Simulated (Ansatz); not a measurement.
Take TlCl in the NiAs type structure (space group P6_3/mmc, No. 194; a = 4.3469 Å, c = 7.7256 Å; a hypothetical phase, not in the database extracts checked) as the base.

Method: PBEsol/PAW in Ansatz (a first-principles code), without spin-orbit coupling.

One change was made to it. Results:

| quantity | base | after |
|---|---|---|
| lattice parameter a | 4.347 Å | 4.259 Å |
| band gap | 1.77 eV | 1.72 eV |

Question: Which change produced these results?
A) pressure 0.9 GPa
B) pressure 4.5 GPa
C) pressure −2 GPa
D) pressure 15 GPa

Answer: A, pressure 0.9 GPa. For comparison, the band gap in the other runs: pressure 4.5 GPa gives 0.93 eV; pressure 15 GPa gives zero; pressure −2 GPa gives 2.06 eV.

A case with no gap was solved on a k-mesh chosen for an insulator, which is coarse for it. From pressure 15 GPa on, the axis ratios lie over 15 % from the base's, so the cell there is far from its starting form. Spin-orbit coupling, missing from the scalar runs, can matter with Tl. Load acts through the strain it causes; cell and atoms are relaxed under it. Whether these cells are dynamically stable was not tested. Competing high-pressure phases were not computed. All final runs are without spin polarisation. A zero or small gap of TlCl under pressure 15 GPa can be the functional's error rather than a property of the material.
